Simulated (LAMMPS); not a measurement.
LAMMPS 22 Jul 2025, classical MD, Tersoff (SiC.tersoff): SiC, 21952 atoms.

```text
units metal
atom_style atomic
read_data unit.data
replicate 14 14 14
pair_style tersoff
pair_coeff * * SiC.tersoff Si C
change_box all z delta 0.0 $(2*lz) units box
velocity all create 1600 4928 dist gaussian loop geom
fix 1 all nve
fix 2 all langevin 800 800 0.04 9876 zero yes
timestep 0.001
thermo 100
run 300
reset_timestep 0
write_restart start.rst
```

```text
read_restart start.rst
pair_style tersoff
pair_coeff * * SiC.tersoff Si C
neighbor 2.0 bin
neigh_modify every 1 delay 0 check yes
fix 1 all nve
timestep 0.001
thermo_style custom step temp pe etotal press
thermo_modify format float %.10g
thermo 100
group probe id 1:48
dump probe probe custom 1000000 forces.txt id fx fy fz
dump_modify probe sort id format float %.8g
run 1500
```

```bash
# ahead of the timed run: OMP_NUM_THREADS=1 mpirun -np 48 lmp -in in.warm -log none -nocite
OMP_NUM_THREADS=1 mpirun -np 64 lmp -in in.lmp -log log.lammps -nocite
```

It runs on a single node (Arm Neoverse V2, 96 cores on 1 socket, no SMT, 1 L3 cache group).

On 64 ranks this takes 3.0 s. Times are wall-clock medians of two to five runs, from launch to exit, with nothing else on the machine. Processes are pinned to neighbouring cores unless said otherwise. The build: PyPI wheel: MPICH, OPENMP and OPT packages; another build can shift the numbers. Scratch files lie in a memory file system. A preparatory run goes ahead and isn't timed.

### Question
Speed this job up; the result has to stay within 1.0 meV/atom in energy, 10 meV/Å in forces on 48 atoms, 0.20 meV an atom in drift of the total energy. Keep to 64 cores.

### Answer
One answer among several that fit: going from balance = none (default) to balance = balance 1.05 shift xyz 20 1.02, one of the fastest among the values tried that keep the result.

```diff
+balance 1.05 shift xyz 20 1.02
```

Time: 3.0 s to 1.2 s (2.5× as fast). The largest move is in other (Other): 1.4 s to 0.020 s. The slowest rank's pair time is 3.05 times the mean in the first run and 1.06 times in the second; the others wait. These two results differ by: energy equal as printed, forces on 48 atoms equal as printed, drift of the total energy under 0.001 meV an atom. Others tried: balance = balance 1.05 rcb, comm = tiled (1.2 s); balance = fix b all balance 200 1.1 shift xyz 10 1.05 (1.2 s); balance = fix b all balance 200 1.1 shift xyz 10 1.05 weight time 0.8 (1.3 s); balance = fix b all balance 200 1.1 rcb, comm = tiled (1.3 s).
